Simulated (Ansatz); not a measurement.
Functionals compared on OH on the 1x1 (110) surface of 3C silicon carbide (cut with top plane C + Si), one in a 2x2 cell, started at the site 'hollow Si', in Ansatz (plane waves, PAW). The structure was relaxed with PBE; the other rows are single points on it, each with its references at the same level. Cutoff 420 eV (500 eV for r2SCAN).

Host crystal: 3C silicon carbide, with a band gap (PBE, scalar-relativistic without spin-orbit coupling).

Model: 50-atom slab, 7.7 Å thick at the start under the adsorbate (thin: gaps and levels are the slab's own), 3x3x1 mesh, Fermi-Dirac 0.01 eV, dipole correction, 24 atoms held, the rest relaxed; no symmetry held; spin-polarised, ending with about 1.0 μB a cell; orders that need a larger cell were not tried, no spin-orbit, no U, no dispersion correction. At the end it is bonded to Si. In PBE it is, or lies within 0.03 eV of, the lowest of the starts that converged. These notes are the PBE run's. r2SCAN: The program's check for a lower electronic state was not made. Adsorption energies are against H2O(g) − ½ H2(g). A negative adsorption energy means that the adsorbate is more stable on the surface than in its reference.

```csv
functional,adsorption energy (eV),magnetic moment of the cell (μB),rough cost of the single point
PBE,-1.07,1.00,–
RPBE,-0.94,1.00,roughly 7 core-minutes
r2SCAN,-1.42,1.00,about 13 core-minutes (a rough figure)
```

Ansatz is a quantum-chemistry and plane-wave program.
